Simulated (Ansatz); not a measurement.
**Lu3SnC in the anti-perovskite structure (space group Pm-3m, No. 221; a cell from a computed database, its experimental status unchecked)**

```
CELL_PARAMETERS angstrom
      4.68395     0.00000     0.00000
      0.00000     4.68395     0.00000
      0.00000     0.00000     4.68395
ATOMIC_POSITIONS crystal
  Lu 0.50000 0.00000 0.50000
  Lu 0.00000 0.50000 0.50000
  Lu 0.50000 0.50000 0.00000
  Sn 0.00000 0.00000 0.00000
  C  0.50000 0.50000 0.50000
```

All numbers come from PBEsol (Ansatz, a quantum-chemistry and plane-wave program; PAW; 420 eV plane waves; scalar-relativistic without spin-orbit coupling). Γ-centred 10×10×10 mesh, Fermi–Dirac width 0.05 eV.

| Quantity | Result |
|---|---|
| Volume per atom | 20.55 Å³ |
| Density | 10.59 g/cm³ |
| Band gap | zero |
| Total energy | -10006.889 eV/atom (σ→0; compares only within this code and set-up) |

Stability against distortions was not tested. All final runs are without spin polarisation. An odd electron count without spin: Lu3SnC.
